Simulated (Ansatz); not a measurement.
Consider CsSnI₃ in the cubic perovskite structure (space group Pm-3m, No. 221).

```yaml
crystal:
  lattice:
    - [6.03051, 0.00000, 0.00000]
    - [0.00000, 6.03051, 0.00000]
    - [0.00000, 0.00000, 6.03051]
  atoms:
    - { symbol: Cs, position: [0.00000, 0.00000, 0.00000] }
    - { symbol: Sn, position: [0.50000, 0.50000, 0.50000] }
    - { symbol: I, position: [0.50000, 0.00000, 0.50000] }
    - { symbol: I, position: [0.00000, 0.50000, 0.50000] }
    - { symbol: I, position: [0.50000, 0.50000, 0.00000] }
```

Cartesian axes are those of the cell as printed.

Method: Kohn–Sham DFT with the LDA functional, run in Ansatz (a program for electronic structure) with PAW and 420 eV plane waves, no spin-orbit coupling.

For the base:

Shortest interatomic distance: 3.015 Å
Pressure: 0.0 GPa

One thing is altered: compressive biaxial strain of 1.20 % in the plane normal to [001], as in epitaxy on a mismatched substrate; the out-of-plane cell vector and the atoms relax.

Task: What does the calculation give for the shortest interatomic distance after the change?

Result: The shortest interatomic distance shrinks by 0.036 Å to 2.979 Å.

Task: What does the calculation give for the pressure after the change?

Result: The pressure (mean of the normal stresses, compression positive) goes from zero to 0.5 GPa.

Stability against distortions was not tested. The final runs are not spin-polarised. Many cubic perovskites are stable only at high temperature; tilts and polar distortions were not tested. Gaps under 0.05 eV, about the width of the smearing, are given as zero.
